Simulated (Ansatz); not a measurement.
The reference is Au in the fcc (Cu type) structure (space group Fm-3m, No. 225; a = 4.083 Å; relaxed with 0.1 eV smearing). Axes: x, y, z lie along the cube axes.

Method: Kohn–Sham DFT with the PBEsol functional, run in Ansatz (a program for electronic structure) with PAW and 420 eV plane waves, no SOC, earlier PAW set.

Base values:

The shortest interatomic distance is 288.7 pm and the pressure comes out as 0.0 GPa.

Now apply this change: tensile biaxial strain of 0.31 % in the plane normal to [111], as in epitaxy on a mismatched substrate; the out-of-plane cell vector and the atoms relax.

Estimate the effect on the out-of-plane strain, shortest interatomic distance and pressure.

The out-of-plane strain amounts to -0.40 %; the shortest interatomic distance decreases by 0.5 pm to 288.2 pm; the pressure (mean of the normal stresses, compression positive) goes from zero to -0.4 GPa.

Stability against distortions was not tested.
